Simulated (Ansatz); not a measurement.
BaTe (Pm-3m, No. 221, 2 atoms in the cell; start mp-2600; a measured phase of this formula has another space group), treated with r²SCAN+SOC (Ansatz, an electronic-structure program, PAW).

Settings: plane-wave cutoff 560 eV, 8×8×8 k mesh, Fermi–Dirac smearing 0.01 eV, PAW data made under PBE.

Cell (relaxed with PBEsol):

```
CELL_PARAMETERS angstrom
      4.16123     0.00000     0.00000
      0.00000     4.16123     0.00000
      0.00000     0.00000     4.16123
ATOMIC_POSITIONS crystal
  Ba 0.00000 0.00000 0.00000
  Te 0.50000 0.50000 0.50000
```

Give the computed band gap and smallest direct gap on the k points sampled.


- band gap = 1.04 eV (indirect)
- smallest direct gap on the k points sampled = 1.12 eV

Note: cell and atoms aren't relaxed at this level (pressure 2.2 GPa).

It cost about 2.3 core-minutes (a rough figure) of CPU time.

A start named mp-… is a Materials Project structure, which need not be a measured phase.
